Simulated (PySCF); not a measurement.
PySCF 2.14.0, MP2 (frozen core)/cc-pvdz: TMEDA (CN(C)CCN(C)C), 24 atoms. The geometry is a generated start, not checked to be a minimum at this level.

```yaml
task: mp2
basis: cc-pvdz
two_electron_scheme: exact four-centre integrals
frozen_core: true
mf.init_guess: minao (default)
mf.DIIS: CDIIS (default)
mf.diis_space: 8 (default)
mf.conv_tol: 1e-09 (default)
basis functions (reference run): 192
```

On 4 threads, 1 BLAS thread. Build: conda-forge: OpenMP (GNU), OpenBLAS with its own threads, libcint, Libxc. Single runs; times are not shown.

Values of mol.max_memory tried: 8000 MB, 4000 MB, 2000 MB, 1000 MB, 500 MB, 300 MB, 200 MB.

**Question.** How low can the memory setting go, and what changes on the way?

**Answer.** It runs down to 200 MB, the lowest tried, with the same result. At 8000 MB: SCF integrals in memory, transformation in memory. From 2000 MB down: SCF integrals in memory, transformation through a file. From 1000 MB down: direct SCF, transformation through a file.

| mol.max_memory | path | peak memory |
|---|---|---|
| 8000 MB | SCF integrals in memory, transformation in memory | 2.1 GiB |
| 4000 MB | SCF integrals in memory, transformation in memory | 2.1 GiB |
| 2000 MB | SCF integrals in memory, transformation through a file | 2.8 GiB |
| 1000 MB | direct SCF, transformation through a file | 1.5 GiB |
| 500 MB | direct SCF, transformation through a file | 1.5 GiB |
| 300 MB | direct SCF, transformation through a file | 1.5 GiB |
| 200 MB | direct SCF, transformation through a file | 1.5 GiB |

Peak memory is the kernel's count for the largest process, libraries included and scratch files not. The peak passes the setting at 2000 MB, 1000 MB, 500 MB, 300 MB, 200 MB: it is no hard cap. MP2's transformation through a file may take 2000 MB even at lower settings.
